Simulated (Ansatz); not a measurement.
Cost and result by functional for the adsorption energy of SiH3 on the 1x1 (0001) surface of hcp Ru, one in a 2x2 cell, started at the site 'bridge Ru-Ru (span 2.7 Å)', in Ansatz (plane waves, PAW). Single points on the PBE structure, on one kind of machine; costs are rough ratios of the slab run's core time (references not counted) to the cheapest single point. r2SCAN's cost holds its higher cutoff (500 against 420 eV). Differences are taken against r2SCAN for comparison alone: no measured value is at hand, so the table doesn't rank accuracy.

Slab: 20 atoms, 6.3 Å thick at the start under the adsorbate (thin: gaps and levels are the slab's own); k 6x6x1, smearing 0.1 eV, dipole-corrected; 8 atoms held, the rest relaxed; no symmetry held; no spin, no spin-orbit, no U, no dispersion correction. At the end it is bonded to 3 Ru. In PBE it is, or lies within 0.03 eV of, the lowest of the starts that converged. These notes are the PBE run's. Adsorption energies are against SiH4(g) − ½ H2(g). A negative adsorption energy means that the adsorbate is more stable on the surface than in its reference.

```tsv
functional	relative cost	adsorption energy (eV)	less r2SCAN (eV)
RPBE	1	-1.78	0.73
r2SCAN	2	-2.52	0.00
PBE (the relaxed run's value)	–	-2.25	0.26
```

The values span 0.73 eV, while the single points' costs differ by a factor of roughly 2. Differences are of unrounded values.

Ansatz is a first-principles code.
